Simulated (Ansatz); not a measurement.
## CdTe under a change: pressure −1 GPa

The reference is CdTe in the rock salt structure (space group Fm-3m, No. 225; a = 5.9991 Å).

Perturbation: hydrostatic tension (pressure −1 GPa).

Calculations: PBEsol (Ansatz, a quantum-chemistry and plane-wave program), without spin-orbit coupling. k-mesh 13×13×13 (Γ-centred); smearing 0.05 eV (Fermi–Dirac).

The volume per atom increases by 0.52 Å³, from 26.99 Å³ to 27.51 Å³ and the density drops by 0.14 g/cm³ (7.38 g/cm³ → 7.24 g/cm³). The lattice parameter a rises by 0.038 Å (5.999 Å → 6.037 Å) and the enthalpy H = E + PV relative to the base's energy amounts to -0.17 eV/atom. The band gap stays zero.

Final structure:

```yaml
crystal:
  lattice:
    - [0.00000, 3.01866, 3.01866]
    - [3.01866, 0.00000, 3.01866]
    - [3.01866, 3.01866, 0.00000]
  atoms:
    - { symbol: Cd, position: [0.00000, 0.00000, 0.00000] }
    - { symbol: Te, position: [0.50000, 0.50000, 0.50000] }
```

Cost of the whole job for the changed cell (relaxation, final SCF and bands): very roughly 21 core-seconds.

Load acts through the strain it causes; cell and atoms are relaxed under it. Whether these cells are dynamically stable was not tested. All final runs are without spin polarisation. This is not the structure that CdTe has at room temperature and ambient pressure.
